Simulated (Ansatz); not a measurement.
A computed series for Pt: pressure series

The parent structure is Pt in the fcc (Cu type) structure (space group Fm-3m, No. 225).

```xyz
1
Lattice="0.0000 1.9470 1.9470 1.9470 0.0000 1.9470 1.9470 1.9470 0.0000" Properties=species:S:1:pos:R:3 pbc="T T T"
Pt     0.0000     0.0000     0.0000
```

Cell and atoms are relaxed at each pressure.

The values are results of LDA in Ansatz (plane waves to 420 eV, PAW, no spin-orbit coupling), not measurements.

Notes on the quantities. enthalpy: H = E + PV relative to the base's energy.

```
change             shortest interatomic distance       enthalpy
-----------------  -----------------------------  -------------
base                                     2.753 Å              –
pressure −2 GPa                          2.760 Å  -0.18 eV/atom
pressure −1 GPa                          2.756 Å  -0.09 eV/atom
pressure 0.9 GPa                         2.751 Å  +0.08 eV/atom
pressure 2.1 GPa                         2.747 Å  +0.19 eV/atom
pressure 4.5 GPa                         2.740 Å  +0.41 eV/atom
pressure 9 GPa                                 ?  +0.82 eV/atom
pressure 15 GPa                          2.714 Å  +1.35 eV/atom
pressure 22.5 GPa                              ?  +2.01 eV/atom
pressure 30 GPa                          2.682 Å  +2.65 eV/atom
```

Task: Complete the table.

Result: 
- pressure 9 GPa, shortest interatomic distance: 2.728 Å
- pressure 22.5 GPa, shortest interatomic distance: 2.697 Å

Load acts through the strain it causes; cell and atoms are relaxed under it. Stability against distortions was not tested. No other phases were tried under pressure. The final runs are not spin-polarised.

Ansatz is a first-principles code.
